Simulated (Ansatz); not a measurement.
Cells marked so need not be the phases stable at ambient conditions, and some may be hypothetical.

The gap is the functional's own, uncorrected, and κ follows it; spin-orbit coupling is left out. Mid-gap values are interpolated between the computed energies.

A. Se (R-3, not sure to be the ambient phase, 6 atoms a cell, 25.2 Å³ an atom), along the normal of (101)
B. CuI (P-3m1, not sure to be the ambient phase, 4 atoms a cell, 25.5 Å³ an atom), along the normal of (111)
C. Rb$_{2}$TeBr$_{6}$ (I4/m, not sure to be the ambient phase, 9 atoms a cell, 35.6 Å³ an atom), along the normal of (110)
D. LiTaF6 (R-3, not sure to be the ambient phase, 8 atoms a cell, 13.1 Å³ an atom), along the normal of (100)

Q: Order them by mid-gap decay constant of the slowest evanescent state (highest first) at the level r2SCAN in Ansatz (a program for electronic structure).

A: D (0.63 1/Å), C (0.28 1/Å), B (0.19 1/Å), A (0.14 1/Å)
